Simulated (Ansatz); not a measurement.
AlCdNO (model structure, started from the AlSiCN type, P3m1, No. 156, 4 atoms in the cell)

All values below come from PBE+SOC (Ansatz, a quantum-chemistry and plane-wave program, PAW).

Run with plane-wave cutoff 520 eV, 12×12×6 k mesh (along the axes of the cell as run), Fermi–Dirac smearing 0.01 eV, PAW data made under PBE.

Cell (relaxed with PBEsol):

```xyz
4
Lattice="3.2163 0.0000 0.0000 -1.6082 2.7854 0.0000 0.0000 0.0000 5.6225" Properties=species:S:1:pos:R:3 pbc="T T T"
Al     0.0000     1.8569     2.8102
Cd     1.6082     0.9285     5.4880
O      0.0000     1.8569     1.0232
N      1.6082     0.9285     3.3291
```

For AlCdNO (model structure, started from the AlSiCN type, P3m1, No. 156, 4 atoms in the cell), the band gap is 1.40 eV (direct).

Note: the relaxation could raise the start's symmetry but not lower it, so the cell can be a saddle point; cell and atoms aren't relaxed at this level (largest force component 0.19 eV/Å, pressure 4.9 GPa).

A model structure was made by putting elements into a prototype or built by hand; it is no filed structure, need not be a known phase, and can be a saddle point held by its symmetry.
